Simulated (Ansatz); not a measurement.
Here is the system:

```
CELL_PARAMETERS angstrom
      4.26372     0.00000     0.00000
      2.13186     3.69249     0.00000
      2.13186    -1.23083     3.37053
ATOMIC_POSITIONS crystal
  In 0.00343 0.99829 0.99486
  P  0.49657 0.25171 0.75514
```

No spin polarisation.

The values are results of Kohn–Sham DFT with the r2SCAN functional, run in Ansatz (a program for electronic structure) with PAW and 500 eV plane waves, no SOC, not measurements. Settings: 10×10×10 k-points, 0.05 eV Fermi–Dirac smearing.

Question: Predict the electron mass.

Answer: 0.062 mₑ (at Γ).

Question: What valence-band top at Γ (three highest levels, from the VBM) does the calculation give?

Answer: 0.00, -0.18, -0.18 eV.

Question: Estimate the band gap.

Answer: 0.72 eV.

Question: Estimate the gap character.

Answer: Direct at Γ.

The cells carry an imposed strain or load. Masses are band curvatures over ±0.01 Å⁻¹ around the edge. No phonon test of stability was made. The cell was made from InP in the zinc blende structure (space group F-43m, No. 216) by this change: biaxial strain +2.08 %, plane normal [111], relaxed out of plane.
